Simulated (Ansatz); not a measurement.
The reference is Y in the hcp (Mg type) structure (space group P6_3/mmc, No. 194; a = 3.594 Å, c = 5.610 Å; relaxed with 0.1 eV smearing). Axes: x lies along a and z along c of the hexagonal cell.

The values are results of DFT with PBEsol, PAW potentials and a 420 eV plane-wave cutoff in Ansatz (a first-principles code), no spin-orbit coupling, not measurements.

Strains are applied to the cell and any free atomic positions relax.

One change was made to it. Results:

The shortest interatomic distance grows by 0.068 Å (3.489 Å → 3.557 Å); the energy grows by 7.0 meV/atom.

Question: What was done to the base?
A) uniaxial strain ε_zz = +3.00 %
B) uniaxial strain ε_zz = −1.00 %
C) uniaxial strain ε_zz = +1.00 %

Answer: A, uniaxial strain ε_zz = +3.00 %. For comparison, the energy relative to the base in the other runs: uniaxial strain ε_zz = +1.00 % gives +0.8 meV/atom; uniaxial strain ε_zz = −1.00 % gives +0.8 meV/atom.

Stability against distortions was not tested. The final runs are not spin-polarised.
